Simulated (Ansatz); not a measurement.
HgSe (P3₂21, No. 154, 6 atoms in the cell; start mp-1018722; a measured phase of this formula has another space group) was calculated with PBEsol (Ansatz, a program for electronic structure, plane waves, PAW).

Settings: plane-wave cutoff 520 eV, 10×10×4 k mesh (along the axes of the cell as run), Fermi–Dirac smearing 0.01 eV, scalar-relativistic PAW data made under PBE.

Cell (relaxed at this level):

Space group P3₂21 (No. 154); a = 4.260 Å, b = 4.260 Å, c = 9.669 Å, α = 90.00°, β = 90.00°, γ = 120.00°

```json
[
 {"atom": "Hg", "site": "3a", "symmetry": ".2.", "x": "0.3262", "y": "0.3262", "z": "0.0000"},
 {"atom": "Se", "site": "3b", "symmetry": ".2.", "x": "0.4734", "y": "0.4734", "z": "0.5000"}
]
```

Q: Estimate the band gap and bulk modulus B0 that the calculation returns.

A: 
band gap: 0.60 eV (on the SCF k mesh)
bulk modulus B0: 29.4 GPa

Note: the relaxation could not lower the start's symmetry, so the cell can be a saddle point above a distorted one; the bulk modulus is −V dP/dV from two relaxed cells at ±2 % in volume.

Spin–orbit coupling is not included; with these elements it can move the gap by several tenths of an eV or more.

Computed values are for the static lattice.

The result took around 8 core-minutes (rough).

A start named mp-… is a Materials Project structure, which need not be a measured phase.
